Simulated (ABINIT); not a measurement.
# How far to go with the plane-wave cutoff: WC (P3m1, 2 atoms in the cell)

```
WC
1.0
    1.46227    -2.53274     0.00000
    1.46227     2.53274     0.00000
    0.00000     0.00000     2.85420
W C
1 1
Direct
  0.00000   0.00000   0.01752
  0.33333   0.66667   0.50000
```

Method: LDA (PW92), norm-conserving pseudopotentials (PseudoDojo nc-sr-04 LDA standard) (plane waves; ABINIT 10.0.3).

Base settings: pseudos = [W.upf, C.upf]; ecut = 1116 eV; occopt = 7; tsmear = 0.1 eV; ngkpt = 5 5 4; nshiftk = 1; shiftk = 0 0 0; potentials = PseudoDojo nc-sr-04 LDA standard; nband = 14; kptopt = 1.

The second cell is the first with its lattice scaled by 0.98.

The mesh stays at the base's, so the ladder's end is converged at best in this setting alone.

Only quantities that move along the ladder and can be compared are tabulated.

The count of work is k-points × plane waves × bands × iterations; it is no time. Core times come from one kind of shared machine, to one figure; runs under 30 s give none.

The starting cell has typed, rounded lattice constants, without a prior relaxation at this level. Its lattice was rescaled by up to half a per cent. One atom was moved a little off its site on purpose. Spin polarisation is off. In the base run, with a pressure of about -16 GPa the cell is away from its equilibrium volume at this level. Without a gap this mesh is coarse (it stands for a supercell whose shortest vector is 11 Å).

| ecut | free energy less the last step's (meV/atom) | energy of the compressed cell less the first (meV/atom) | pressure (GPa) | largest difference of a force vector from the last step's (eV/Å) | count of work / last | core time / last (rough) |
|---|---|---|---|---|---|---|
| 381 eV | 2729.00 | 23.58 | -97.16 | 0.049 | 0.050 | – |
| 435 eV | 1710.72 | 19.86 | -80.81 | 0.015 | 0.067 | – |
| 490 eV | 1002.30 | -2.77 | -62.98 | 0.057 | 0.080 | – |
| 544 eV | 578.78 | -16.00 | -48.03 | 0.020 | 0.095 | – |
| 626 eV | 243.80 | -15.42 | -32.22 | 0.029 | 0.10 | – |
| 680 eV | 132.93 | -14.15 | -25.61 | 0.010 | 0.12 | – |
| 789 eV | 40.75 | -15.61 | -19.02 | 0.003 | 0.15 | – |
| 898 eV | 14.70 | -16.52 | -17.12 | 0.004 | 0.18 | – |
| 1007 eV | 6.10 | -16.90 | -16.50 | 0.001 | 0.21 | – |
| 1116 eV | 3.47 | -17.12 | -16.24 | 0.000 | 0.27 | – |
| 1225 eV | 2.91 | -17.14 | -16.12 | 0.000 | 0.28 | – |
| 1333 eV | 2.79 | -17.16 | -16.15 | 0.000 | 0.36 | 0.5 |
| 1497 eV | 1.94 | -17.28 | -16.25 | 0.000 | 0.42 | 0.4 |
| 1687 eV | 0.75 | -17.50 | -16.27 | 0.000 | 0.50 | 0.5 |
| 1959 eV | 0.22 | -17.61 | -16.23 | 0.000 | 0.63 | 0.6 |
| 2231 eV | 0.07 | -17.61 | -16.23 | 0.000 | 0.77 | 0.6 |
| 2667 eV | 0.00 | -17.62 | -16.22 | 0.000 | 1.0 | 1 |

Coarsest ecut that holds the energy of the compressed cell less the first within 1 meV/atom of the last step, with all finer ones: 1007 eV, at 0.21 of the last step's count of work; the step before is off by 1.1 meV/atom.

Coarsest ecut that holds the pressure within 0.5 GPa of the last step, with all finer ones: 1007 eV, at 0.21 of the last step's count of work; the step before is off by 0.90 GPa.

Coarsest ecut that holds the free energy within 1 meV/atom of the last step, with all finer ones: 1687 eV; the step before is off by 1.9 meV/atom.

The energy difference between the two cells stays within 1 meV/atom of the last step's from 1007 eV on, the total only from 1687 eV on: much of the error is common to both cells and cancels.

Two neighbours can agree and both be off: 1225 eV and 1333 eV differ by 0.12 meV/atom in the free energy, yet lie about 2.8 meV/atom from the last step.

At the lowest cutoff the pressure lies 80.9 GPa under the last step's, the usual sign of Pulay stress in an incomplete plane-wave basis.
